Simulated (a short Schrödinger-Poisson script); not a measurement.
System: single GaAs/Al0.35Ga0.65As quantum well.

| layer | material | thickness (nm) |
|---|---|---|
| 1 | Al0.35Ga0.65As | 20 |
| 2 | GaAs | 6 |
| 3 | Al0.35Ga0.65As | 20 |

Constants are typed, rounded textbook-type inputs, not results; the design itself was drawn at random and stands for no fabricated device. GaAs: direct gap (eV) 1.424, conduction-band edge (eV) 0, electron mass (mₑ) 0.067, heavy-hole mass 0.377, light-hole mass 0.09. Al0.35Ga0.65As: direct gap (eV) 1.86, conduction-band edge (eV) 0.276, electron mass (mₑ) 0.096, heavy-hole mass 0.412, light-hole mass 0.1215.

The valence-band edge of each layer lies one gap below its conduction-band edge. The electron's potential energy rises along the stack by the applied field. Mesh 0.03 nm at interfaces.

Task: Estimate e1 and hh1 for infinitely high walls at zero field, and compare with the finite well.

Result: ħ²π²/(2mL²) gives 155.9 meV for the electron and 27.7 meV for the heavy hole. The finite well gives 62.6 and 16.9 meV, 0.40 and 0.61 of the estimates, as the states reach into the barriers (8 % of e1 lies outside the well).

From a short Schrödinger-Poisson script (our own, NumPy): one-band effective-mass equation with BenDaniel-Duke matching, electrons, heavy and light holes apart, hard walls at the outer ends, one valence edge for both holes (no strain splitting), no charge, excitons, band mixing or non-parabolicity; under a field the levels are quasi-bound states of a box, listed while three quarters of their weight lies within 4 nm of the wells.
